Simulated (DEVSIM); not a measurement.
Device: Schottky contact on p-type GaAs, at 300 K.

Layer 1 from the left is GaAs, thickness (μm) 8.20, Na (cm⁻³) 3.3e15, τn (s) 3.9e-10, τp (s) 3.9e-10.

Left contact: Schottky, work function 4.614 eV, emission velocity 1.2e7 cm/s. Right contact: ohmic. Voltage is applied to the left contact. Recombination: SRH at mid-gap. Mobility is μmin + (μ − μmin)/(1 + (N/Nref)^α).

Constants are typed, rounded textbook-type inputs, not results; the design itself was drawn at random and stands for no fabricated device. Values at 300 K.

GaAs: gap (eV) 1.424, affinity (eV) 4.07, permittivity 12.9, Nc (cm⁻³) 4.7e17, Nv (cm⁻³) 9e18, μn (cm²/Vs) 8500, μp (cm²/Vs) 400, μn,min 500, μp,min 20, Nref,n 6e16, Nref,p 1.5e17, αn 0.39, αp 0.38.

Simulated with DEVSIM: 1D drift-diffusion, Boltzmann statistics, complete ionisation; no tunnelling, impact ionisation, image-force lowering or self-heating. Metal contacts follow the ideal Schottky-Mott rule: no Fermi-level pinning, no interface dipoles.

Dark forward current:

| |V| (V) | |J| (A/cm²) |
|---|---|
| 0.05 | 6.813e-8 |
| 0.10 | 5.110e-7 |
| 0.15 | 3.445e-6 |
| 0.20 | 2.293e-5 |
| 0.25 | 0.0001520 |
| 0.30 | 0.001001 |
| 0.35 | 0.006522 |
| 0.40 | 0.04168 |
| 0.45 | 0.2527 |
| 0.50 | 1.288 |
| 0.55 | 4.440 |
| 0.60 | 10.02 |
| 0.65 | 17.21 |
| 0.70 | 25.35 |
| 0.75 | 34.05 |
| 0.80 | 43.13 |
| 0.85 | 52.46 |
| 0.90 | 61.98 |
| 0.95 | 71.64 |
| 1.00 | 81.41 |
| 1.05 | 91.27 |
| 1.10 | 101.2 |
| 1.15 | 111.2 |
| 1.20 | 121.2 |
| 1.25 | 131.3 |
| 1.30 | 141.5 |

Question: Work out the local ideality factor n = ΔV / (kT/q · ln(J2/J1)) between the rows 0.15 and 0.20 V, 1.25 and 1.30 V.

Answer: kT/q = 25.85 mV. From 0.15 to 0.20 V: ln(2.293e-5/3.445e-6) = 1.896, n = 1.02, near the 1 of diffusion or emission over a barrier. From 1.25 to 1.30 V: ln(141.5/131.3) = 0.075, n = 25.85; the layers' resistance at their doping, Σ W/(qμN) = 0.0047 Ω cm², would take 48 mV of this step of 50 mV.

Question: Estimate the current at 0.25 V for emission alone, J0 = q v N_band exp(−φB/kT), and read the barrier back from the simulated current.

Answer: φB = 0.880 eV, N_band = 9.00e18 cm⁻³, J0 = 2.84e-8 A/cm²; J = J0 (exp(qV/kT) − 1) = 0.000451 A/cm². The simulation gives 0.000152 A/cm²; the estimate lies 200 % above. Read backwards, the simulated current gives an apparent barrier of 0.908 eV. The estimate leaves out transport through the depletion region and minority injection.
